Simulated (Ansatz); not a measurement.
A working Ansatz (an electronic-structure program) input for HfFe₂ (Fd-3m, 6 atoms in the cell) (DFT, PBEsol, plane waves, default PAW files made with PBE):

Ansatz 0.2 input:
```yaml
crystal:
  lattice:
    - [0.000000, 3.509410, 3.509410]
    - [3.509410, 0.000000, 3.509410]
    - [3.509410, 3.509410, 0.000000]
  atoms:
    - { symbol: Hf, position: [0.000000, 0.000000, 0.000000], spin: 1.0 }
    - { symbol: Hf, position: [0.250000, 0.250000, 0.250000], spin: 1.0 }
    - { symbol: Fe, position: [0.625000, 0.625000, 0.625000], spin: 4.0 }
    - { symbol: Fe, position: [0.125000, 0.625000, 0.625000], spin: 4.0 }
    - { symbol: Fe, position: [0.625000, 0.625000, 0.125000], spin: 4.0 }
    - { symbol: Fe, position: [0.625000, 0.125000, 0.625000], spin: 4.0 }
basis:
  ecutwfc: 420.0
kpoints:
  mp_grid:
    grid: [6, 6, 6]
hamiltonian:
  xc: pbesol
  pseudopotentials:
    kind: paw
magnetization:
  spin_polarized: true
scf:
  occupations:
    method: methfessel_paxton
    width: 0.1
output:
  forces: true
  eigenvalues: true
  stress: true
```

The run converged in 15 iterations: free energy E − TS (on the zero of these files) -48993.5171 eV; Fermi level (on the code's own zero) 19.90 eV; pressure -9.66 GPa; size of the cell's spin moment 6.44 μB. Each of these slips is then made, one at a time:

(1)
```diff
-    - { symbol: Hf, position: [0.000000, 0.000000, 0.000000], spin: 1.0 }
-    - { symbol: Hf, position: [0.250000, 0.250000, 0.250000], spin: 1.0 }
-    - { symbol: Fe, position: [0.625000, 0.625000, 0.625000], spin: 4.0 }
-    - { symbol: Fe, position: [0.125000, 0.625000, 0.625000], spin: 4.0 }
-    - { symbol: Fe, position: [0.625000, 0.625000, 0.125000], spin: 4.0 }
-    - { symbol: Fe, position: [0.625000, 0.125000, 0.625000], spin: 4.0 }
+    - { symbol: Hf, position: [0.000000, 0.000000, 0.000000] }
+    - { symbol: Hf, position: [0.250000, 0.250000, 0.250000] }
+    - { symbol: Fe, position: [0.625000, 0.625000, 0.625000] }
+    - { symbol: Fe, position: [0.125000, 0.625000, 0.625000] }
+    - { symbol: Fe, position: [0.625000, 0.625000, 0.125000] }
+    - { symbol: Fe, position: [0.625000, 0.125000, 0.625000] }
-magnetization:
-  spin_polarized: true
```

(2)
fractional positions typed under position_ang

(3)
```diff
-scf:
+SCF:
```

Problem. What happens in each case?

Solution. 
(1) No spin polarisation for a cell with magnetic atoms. The run converged in 8 iterations without an error; against the sound input the free energy rises by 139 meV/atom, the pressure goes from -9.66 to -18.37 GPa and the net moment of 1.07 μB/atom is absent without spin.

(2) Fractional and Cartesian coordinates mixed up. The program stopped before any SCF iteration.
```
SCF: the overlap matrix is not positive definite, so this SCF or pass stopped before solving anything: energies and bands computed with it would not be physical. With PAW pseudopotential files every eigenvalue of that matrix must be above 0; at 32 of 32 k-points the lowest is not, and the worst, at k-point 4 (counted from zero), is -2.6e-2 (as comp [...]
```

(3) A keyword that the program does not know. The program stopped before any SCF iteration.
```
Error: YAML parse error: error: line 24 column 1: unknown field `SCF`, expected one of crystal, accuracy, basis, kpoints, hamiltonian, magnetization, projection, total_charge, correlation, batch, efield, external_charges, scf, relax, neb, saddle, md, ramp, phonons, dielectric, real_time, elastic, magnetic_configurations, gw, evaluate, workflow, out [...]
```

The starting cell comes from a database of computed structures (which also holds hypothetical and non-ambient phases and stackings), without a prior relaxation at this level. The magnetic order is the one reached from the typed start; others were not searched systematically. The program warned that a starting moment was not kept. In the base run, with a pressure of about -10 GPa the cell is away from its equilibrium volume at this level. Ansatz's pressure includes its estimate of the finite-basis (Pulay) stress.

Left out of this page: 4 runs of the series outside the window shown, repeating another row's setting, or not comparable.
